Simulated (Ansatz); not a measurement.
## A computed series for BN: response to strain

The reference is BN in the zinc blende structure (space group F-43m, No. 216; a = 3.606 Å). Axes: x, y, z lie along the cube axes.

Strains are applied to the cell and any free atomic positions relax.

Method: Kohn–Sham DFT with the PBEsol functional, run in Ansatz (a first-principles code) with PAW and 420 eV plane waves, without spin-orbit coupling.

```json
[
 {"uniaxial strain ε_zz (%)": "0", "band gap (eV)": "4.30"},
 {"uniaxial strain ε_zz (%)": "0.5", "band gap (eV)": "?"},
 {"uniaxial strain ε_zz (%)": "1", "band gap (eV)": "4.20"},
 {"uniaxial strain ε_zz (%)": "1.5", "band gap (eV)": "4.15"},
 {"uniaxial strain ε_zz (%)": "2", "band gap (eV)": "4.10"},
 {"uniaxial strain ε_zz (%)": "2.5", "band gap (eV)": "4.05"},
 {"uniaxial strain ε_zz (%)": "3", "band gap (eV)": "4.00"}
]
```

Task: Fit E_g = E₀ + Dε (ε in %) to the rows shown and predict the withheld row.

Result: Least squares on the printed values gives E₀ = 4.30 eV, D = -100 meV per % of strain (largest residual 0.00 eV); this predicts 4.25 eV, and the run gives 4.25 eV, in agreement.

Stability against distortions was not tested.
